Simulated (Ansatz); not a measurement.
**Pressure series in WO3**

The parent structure is WO₃ (space group P6/mmm, No. 191).

WO3 is taken in the hexagonal space group P6/mmm (No. 191), Pearson symbol hP12. Conventional cell: a = 7.3895 Å, b = 7.3895 Å, c = 3.7995 Å, α = 90.00°, β = 90.00°, γ = 120.00°. W on 3f is surrounded by 6 O at 1.900–1.902 Å (octahedral). O1 on 6l has 2 W at 1.902 Å (bent). O2 on 3g is surrounded by 2 W at 1.900 Å (linear). (Neighbours: up to the widest gap in distance over summed covalent radii, below 1.35, at either atom; cation-cation and far metal-metal contacts left out.)

Cell and atoms are relaxed at each pressure.

All numbers come from Ansatz (an electronic-structure program) PBEsol, spin-orbit coupling left out.

```tsv
P (GPa)	V (Å³/atom)
-2.00	15.139
-1.00	15.055
0.29	14.949
0.68	14.918
1.50	14.853
3.00	14.737
5.00	14.588
7.50	14.410
10.00	14.240
```

### Question
Fit a third-order Birch–Murnaghan equation of state.

### Answer
Least squares on P(V) = (3B₀/2)[(V₀/V)^(7/3) − (V₀/V)^(5/3)]·[1 + (3/4)(B₀′ − 4)((V₀/V)^(2/3) − 1)] gives V₀ = 14.97 Å³/atom, B₀ = 185 GPa and B₀′ = 3.1.

Between the base and pressure 10 GPa the gap moves from 0.61 eV to 0.66 eV, a mean slope of 4.6 meV/GPa.

With W present, leaving out spin-orbit coupling can change the band edges. Load acts through the strain it causes; cell and atoms are relaxed under it. Whether these cells are dynamically stable was not tested. No other phases were tried under pressure.
